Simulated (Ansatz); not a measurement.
# K3HSe (model structure, started from the Li3OCl type, Pm-3m, No. 221, 5 atoms in the cell)

Method: G0W0@PBEsol (Ansatz, a first-principles code, plane waves, hard PAW, contour deformation, complete-basis limit).

Settings: largest k mesh 4×4×4 (not extrapolated in the mesh).

Cell (relaxed with PBEsol):

```
K3HSe
1.0
    6.12979     0.00000     0.00000
    0.00000     6.12979     0.00000
    0.00000     0.00000     6.12979
K H Se
3 1 1
Direct
  0.00000   0.50000   0.50000
  0.50000   0.00000   0.50000
  0.50000   0.50000   0.00000
  0.00000   0.00000   0.00000
  0.50000   0.50000   0.50000
```

```
Property              Result
--------  ------------------
band gap  3.37 eV (indirect)
```

Note: the relaxation could raise the start's symmetry but not lower it, so the cell can be a saddle point; the gap holds a correction of +0.10 eV to the complete basis.

Spin–orbit coupling is not included.

Computed values are for the static lattice.

The result took very roughly 80 core-minutes.

A model structure was made by putting elements into a prototype or built by hand; it is no filed structure, need not be a known phase, and can be a saddle point held by its symmetry.
